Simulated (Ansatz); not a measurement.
Start from TiN in the rock salt structure (space group Fm-3m, No. 225; a = 4.2474 Å; relaxed with 0.1 eV smearing). Axes: x, y, z lie along the cube axes.

Computed with PBE (Ansatz, an electronic-structure program; PAW; 420 eV plane waves; without spin-orbit coupling), earlier PAW set.

Now apply this change: every lattice vector is shortened by 1.09 %, atoms relaxed at fixed cell.

**Question.** Predict the stress tensor and what it implies for the stiffness.

**Answer.** Stress of the strained cell less that of the base (GPa, compression positive):
```
    9.7     0.0     0.0
    0.0     9.7     0.0
    0.0     0.0     9.7
```

Then B = −ΔP/(ΔV/V₀) with ΔV/V₀ = -0.0323 gives secant stiffness values (nonlinear terms included at this strain): B ≈ 301 GPa.

As a check, the harmonic strain energy −½ V₀ Δσ:ε is 9.5 meV/atom; the computed energy rise is 9.1 meV/atom.

No phonon test of stability was made. All final runs are without spin polarisation.
